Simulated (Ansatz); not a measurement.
H on the 1x1 (111) surface of fcc Cu, one in a 2x2 cell, started at the site 'hollow Cu-Cu-Cu over Cu at depth 2.1 Å'

All values below come from r2SCAN, at the PBE geometry (plane waves to 500 eV, PAW; Ansatz, an electronic-structure program).

Set-up: 17 atoms, 6.2 Å thick at the start under the adsorbate (thin: gaps and levels are the slab's own); mesh 6x6x1; 0.1 eV smearing; dipole correction on; single point; on the structure that PBE left under its start's symmetry; no spin, no spin-orbit, no U, no dispersion correction. At the end it is bonded to 3 Cu. In PBE it is, or lies within 0.03 eV of, the lowest of the starts that converged; the order may differ at this level.

| Quantity | Value |
|---|---|
| adsorption energy against ½ H2(g) at the same level | -0.21 eV |
| work function of the top face | 4.79 eV |
| change of the work function | -0.010 eV |
| change of the step from the bottom to the top vacuum level, against the clean slab | -0.016 eV |
| height of the binding atom over the mean of the host atoms within 0.3 Å of the top one | 0.931 Å |
| nearest host atoms of the binding atom | Cu at 1.74 Å, Cu at 1.74 Å, Cu at 1.74 Å |
| cost | around 2.2 core-minutes (rough) |

A negative adsorption energy means that the adsorbate is more stable on the surface than in its reference.
